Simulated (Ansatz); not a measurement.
For BeSe (model structure, started from the cinnabar type, P6₂22, No. 180, 6 atoms in the cell), PBEsol (Ansatz, a quantum-chemistry and plane-wave program, PAW) gives:

* **lattice parameter a**: 3.635 Å
* **c axis length**: 8.185 Å
* **enthalpy of formation**: -0.540 eV/atom

Task: What does PBE-D3(BJ) (PAW; Ansatz) give for the same quantities?

Result: 
- lattice constant a: 3.619 Å (shrinks by 0.4 %)
- lattice parameter c: 8.163 Å (drops by 0.3 %)
- formation enthalpy: -0.498 eV/atom (moves by +0.042 eV/atom)

Changes are worked out from the printed values.

Unless a cell is named, each level is at its own relaxed cell (PBEsol 15.61, PBE-D3(BJ) 15.43 Å³/atom).

Ansatz's density-functional and Hartree–Fock values are scalar-relativistic unless marked +SOC, with PAW data made under PBE.

A model structure was made by putting elements into a prototype or built by hand; it is no filed structure, need not be a known phase, and can be a saddle point held by its symmetry.
